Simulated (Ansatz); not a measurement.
System: Sn-vacancy pair (Sn on one host Cu site, one Cu site vacant) in fcc Cu (neutral cell). Computed with PBE, PAW (plane waves to 420 eV; Ansatz, a quantum-chemistry and plane-wave program).

32-site cell at the relaxed PBE lattice, a 2×2×2 k-point mesh shifted by half a step, smearing 0.10 eV, spin-restricted, no finite-size correction. No zero-point or tunnelling terms. Forms of the defect that were not tried may lie lower.

Barriers: single points on a 4×4×4 k-point mesh shifted by half a step at the bands' geometries (they differ from the bands' own by up to 0.07 eV, and are uncertain by about as much).

Relaxed starting cell (atoms counted from 1):

```xyz
31
Lattice="7.2600 0.0000 0.0000 0.0000 7.2600 0.0000 0.0000 0.0000 7.2600" Properties=species:S:1:pos:R:3 pbc="T T T"
Sn    -0.0032     0.1709     0.1793
Cu    -0.0045     0.0379     3.6031
Cu    -0.0046     3.5990     0.0405
Cu    -0.0055     3.6164     3.6258
Cu     3.6246    -0.0008     0.0057
Cu     3.6268     0.0072     3.6749
Cu     3.6264     3.6675     0.0164
Cu     3.6260     3.6340     3.6398
Cu    -0.0048     1.8734     5.4153
Cu    -0.0038     5.4072     1.8817
Cu    -0.0044     5.4509     5.4559
Cu     3.6260     1.8520     1.8568
Cu     3.6266     1.8386     5.4325
Cu     3.6240     5.4247     1.8460
Cu     3.6250     5.4558     5.4629
Cu     1.9117     0.0082     1.9058
Cu     1.8202     0.0125     5.4163
Cu     1.7903     3.6198     1.8420
Cu     1.8086     3.6470     5.4446
Cu     5.3387     0.0046     1.9029
Cu     5.4313     0.0129     5.4174
Cu     5.4599     3.6231     1.8411
Cu     5.4433     3.6462     5.4445
Cu     1.9115     1.8974     0.0098
Cu     1.7965     1.8351     3.6348
Cu     1.8205     5.4090     0.0231
Cu     1.8078     5.4366     3.6512
Cu     5.3404     1.8964     0.0107
Cu     5.4562     1.8340     3.6308
Cu     5.4300     5.4108     0.0212
Cu     5.4431     5.4374     3.6520
```

End state 1 differs by these moves (Å; atoms that move under 0.08 Å are left out):

```json
[
 {"atom": "1", "element": "Sn", "Δx": "0.00", "Δy": "1.49", "Δz": "1.49"},
 {"atom": "2", "element": "Cu", "Δx": "0.00", "Δy": "-0.08", "Δz": "0.09"},
 {"atom": "3", "element": "Cu", "Δx": "0.00", "Δy": "0.09", "Δz": "-0.07"},
 {"atom": "9", "element": "Cu", "Δx": "0.00", "Δy": "-0.07", "Δz": "0.09"},
 {"atom": "10", "element": "Cu", "Δx": "0.00", "Δy": "0.09", "Δz": "-0.08"},
 {"atom": "16", "element": "Cu", "Δx": "0.00", "Δy": "-0.07", "Δz": "-0.07"},
 {"atom": "20", "element": "Cu", "Δx": "0.00", "Δy": "-0.07", "Δz": "-0.07"},
 {"atom": "24", "element": "Cu", "Δx": "0.00", "Δy": "-0.07", "Δz": "-0.07"},
 {"atom": "28", "element": "Cu", "Δx": "0.00", "Δy": "-0.07", "Δz": "-0.07"}
]
```

### Question
What is the computed forward and backward barriers to end state 1 (PBE, PAW)?

### Answer
forward 0.41 eV, backward 0.41 eV; at the saddle point atom 1 has neighbours 4 Cu at 2.50, 4 Cu at 2.85 Å. The saddle point's order was not checked, and it lies on a symmetry element of the cell, where a band can be held.
